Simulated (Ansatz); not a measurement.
System: Ca3P2 (Pm-3m, No. 221, 5 atoms in the cell; start mp-1013547). Method: r²SCAN in Ansatz (plane waves, PAW).

Run with plane-wave cutoff 560 eV, 6×6×6 k mesh, Fermi–Dirac smearing 0.01 eV, scalar-relativistic PAW data made under PBE.

Cell (relaxed with PBEsol):

```cif
data_Ca3P2
_chemical_formula_sum 'Ca3 P2'
_space_group_name_H-M_alt 'Pm-3m'
_space_group_IT_number 221
_space_group_name_Hall '-P 4 2 3'
_cell_length_a 5.24195
_cell_length_b 5.24195
_cell_length_c 5.24195
_cell_angle_alpha 90.000
_cell_angle_beta 90.000
_cell_angle_gamma 90.000
loop_
_atom_site_label
_atom_site_type_symbol
_atom_site_symmetry_multiplicity
_atom_site_Wyckoff_symbol
_atom_site_fract_x
_atom_site_fract_y
_atom_site_fract_z
_atom_site_occupancy
Ca1 Ca 3 c 0.00000 0.50000 0.50000 1
P1 P 1 a 0.00000 0.00000 0.00000 1
P2 P 1 b 0.50000 0.50000 0.50000 1
```

Task: Give the computed band gap.

Result: 
* **band gap**: 0.95 eV (direct)

Note: cell and atoms aren't relaxed at this level (pressure 1.2 GPa).

Computed values are for the static lattice.

A start named mp-… is a Materials Project structure, which need not be a measured phase.

Ansatz is a first-principles code.
